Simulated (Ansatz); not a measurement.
Start from Os in the hcp (Mg type) structure (space group P6_3/mmc, No. 194; a = 2.729 Å, c = 4.309 Å; relaxed with 0.1 eV smearing). Axes: x lies along a and z along c of the hexagonal cell.

Computed with PBEsol (Ansatz, an electronic-structure program; PAW; 420 eV plane waves; without spin-orbit coupling).

Perturbation: an isotropic linear strain of −2.50 %; the atoms relax in the strained cell.

Task: Predict the stress tensor and what it implies for the stiffness.

Result: Stress of the strained cell less that of the base (GPa, compression positive):
```
   38.3     0.0     0.0
    0.0    38.3     0.0
    0.0     0.0    41.1
```

Then B = −ΔP/(ΔV/V₀) with ΔV/V₀ = -0.0731 gives secant stiffness values (nonlinear terms included at this strain): B (at held cell shape, above the free-shape value) ≈ 537 GPa.

As a check, the harmonic strain energy −½ V₀ Δσ:ε is 130 meV/atom; the computed energy rise is 116 meV/atom.

No phonon test of stability was made. All final runs are without spin polarisation.
